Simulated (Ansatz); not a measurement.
**Cu2O, pressure series**

The reference is Cu$_{2}$O (space group Pn-3m, No. 224).

```
Cu2O
1.0
    4.29840     0.00000     0.00000
    0.00000     4.29840     0.00000
    0.00000     0.00000     4.29840
Cu O
4 2
Direct
  0.75000   0.75000   0.75000
  0.75000   0.25000   0.25000
  0.25000   0.75000   0.25000
  0.25000   0.25000   0.75000
  0.00000   0.00000   0.00000
  0.50000   0.50000   0.50000
```

Cell and atoms are relaxed at each pressure.

The values are results of PBE (Ansatz, a first-principles code; PAW; 420 eV plane waves; spin-orbit coupling left out), not measurements.

```tsv
change	band gap	lattice parameter a	width of the top valence band	electron mass
base	0.48 eV	4.298 Å	0.71 eV	0.93 mₑ (at Γ)
pressure −2 GPa	0.44 eV	4.325 Å	0.70 eV	0.92 mₑ (at Γ)
pressure −1 GPa	0.46 eV	4.311 Å	0.70 eV	0.93 mₑ (at Γ)
pressure 0.3 GPa	0.48 eV	4.295 Å	0.71 eV	0.93 mₑ (at Γ)
pressure 0.7 GPa	0.49 eV	4.290 Å	0.71 eV	0.93 mₑ (at Γ)
pressure 1.5 GPa	0.50 eV	4.280 Å	0.72 eV	0.94 mₑ (at Γ)
pressure 3 GPa	0.53 eV	4.262 Å	0.74 eV	0.94 mₑ (at Γ)
pressure 5 GPa	0.57 eV	4.240 Å	0.75 eV	0.95 mₑ (at Γ)
pressure 7.5 GPa	0.61 eV	4.215 Å	0.78 eV	0.96 mₑ (at Γ)
pressure 10 GPa	0.65 eV	4.192 Å	0.80 eV	0.96 mₑ (at Γ)
```

Load acts through the strain it causes; cell and atoms are relaxed under it. Masses are band curvatures over ±0.01 Å⁻¹ around the edge. No phonon test of stability was made. Competing high-pressure phases were not computed. No Hubbard U is applied. The final runs are not spin-polarised.
